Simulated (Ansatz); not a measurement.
# What biaxial strain −0.60 %, plane normal [001], relaxed out of plane does to ScAl3

Start from ScAl₃ in the Cu3Au type structure (space group Pm-3m, No. 221; a = 4.033 Å; relaxed with 0.1 eV smearing). Axes: x, y, z lie along the cube axes.

It is then changed as follows: compressive biaxial strain of 0.60 % in the plane normal to [001], as in epitaxy on a mismatched substrate; the out-of-plane cell vector and the atoms relax.

The values are results of LDA, PAW, 420 eV (Ansatz, a first-principles code; spin-orbit coupling left out), not measurements. Γ-centred 14×14×14 mesh, Fermi–Dirac width 0.1 eV.

The volume per atom shrinks by 0.153 Å³ (16.40 Å³ → 16.24 Å³) and the space group goes from Pm-3m (No. 221) to P4/mmm (No. 123). The shortest interatomic distance shrinks by 0.0171 Å to 2.834 Å and the energy goes up by 0.8 meV/atom. The pressure (mean of the normal stresses, compression positive) goes from zero to 0.9 GPa and the band gap remains zero. The out-of-plane strain amounts to +0.27 % and the mean in-plane stress (compression positive) is +1.4 GPa.

Final structure (turned so that z lies along the plane normal):

```yaml
crystal:
  lattice:
    - [4.00848, 0.00000, 0.00000]
    - [0.00000, 4.00848, 0.00000]
    - [0.00000, 0.00000, 4.04344]
  atoms:
    - { symbol: Sc, position: [0.00000, 0.00000, 0.00000] }
    - { symbol: Al, position: [0.00000, 0.50000, 0.50000] }
    - { symbol: Al, position: [0.50000, 0.00000, 0.50000] }
    - { symbol: Al, position: [0.50000, 0.50000, 0.00000] }
```

Stability against distortions was not tested. The final runs are not spin-polarised.
